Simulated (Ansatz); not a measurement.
Start from Ti₃O₅ (space group C2/m, No. 12; a = 9.630 Å, b = 3.848 Å, c = 9.180 Å, α = γ = 90.00°, β = 91.12°).

Calculations: PBEsol/PAW in Ansatz (a quantum-chemistry and plane-wave program), spin-orbit coupling left out.

One change was made to it. Results:

```tsv
quantity	base	after
density	4.37 g/cm³	4.44 g/cm³
shortest interatomic distance	3.543 bohr	3.527 bohr
band gap	zero	zero
```

### Question
Which of these changes matches the shifts?
(A) pressure 7.5 GPa
(B) pressure 0.3 GPa
(C) pressure 3 GPa
(D) pressure 0.7 GPa

### Answer
C, pressure 3 GPa. For comparison, the density in the other runs: pressure 0.3 GPa gives 4.37 g/cm³; pressure 7.5 GPa gives 4.55 g/cm³; pressure 0.7 GPa gives 4.38 g/cm³.

Load acts through the strain it causes; cell and atoms are relaxed under it. No phonon test of stability was made. No other phases were tried under pressure. No Hubbard U is applied, and correlation can decide whether such a compound is a metal. The final runs are not spin-polarised.
